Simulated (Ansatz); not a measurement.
CrN (Pmmn, No. 59, 8 atoms in the cell; start mp-1232890), treated with LDA (Ansatz, a quantum-chemistry and plane-wave program, plane waves, PAW).

Numerical settings: plane-wave cutoff 520 eV, 18×14×10 k mesh (along the axes of the cell as run), Fermi–Dirac smearing 0.05 eV, spin-polarised start, scalar-relativistic PAW data made under PBE.

Cell (relaxed at this level):

```
CrN
1.0
    2.93876     0.00000     0.00000
    0.00000     3.93875     0.00000
    0.00000     0.00000     5.55206
Cr N
4 4
Direct
  0.50000   0.50000   0.84474
  0.00000   0.00000   0.15526
  0.50000   0.50000   0.34473
  0.00000   0.00000   0.65527
  0.00000   0.50000   0.10533
  0.50000   0.00000   0.89467
  0.50000   0.00000   0.39467
  0.00000   0.50000   0.60533
```

Task: Predict the bulk modulus B0.

Result: 
* **bulk modulus B0**: 303 GPa

The run finds no gap.

Note: the magnetic order was assumed, not searched for or taken from measurement; the bulk modulus is −V dP/dV from two relaxed cells at ±2 % in volume; the relaxation could not lower the start's symmetry, so the cell can be a saddle point above a distorted one.

A start named mp-… is a Materials Project structure, which need not be a measured phase.
